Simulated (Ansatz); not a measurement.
Ca (Pm-3m, No. 221, 1 atom in the cell; start mp-10683; another form than the element's usual one) was calculated with LDA (PAW; Ansatz, a first-principles code).

Numerical settings: plane-wave cutoff 520 eV, 16×16×16 k mesh, Fermi–Dirac smearing 0.05 eV, scalar-relativistic PAW data made under PBE.

Cell (relaxed at this level):

```
CELL_PARAMETERS angstrom
      3.36026     0.00000     0.00000
      0.00000     3.36026     0.00000
      0.00000     0.00000     3.36026
ATOMIC_POSITIONS crystal
  Ca 0.00000 0.00000 0.00000
```

Task: Predict the bulk modulus.

Result: 
* **bulk modulus**: 12.4 GPa

The run finds no gap.

Note: the bulk modulus is −V dP/dV from two relaxed cells at ±2 % in volume; the relaxation could not lower the start's symmetry, so the cell can be a saddle point above a distorted one.

Computed values are for the static lattice.

It cost around 27 core-seconds (rough) of CPU time.

A start named mp-… is a Materials Project structure, which need not be a measured phase.
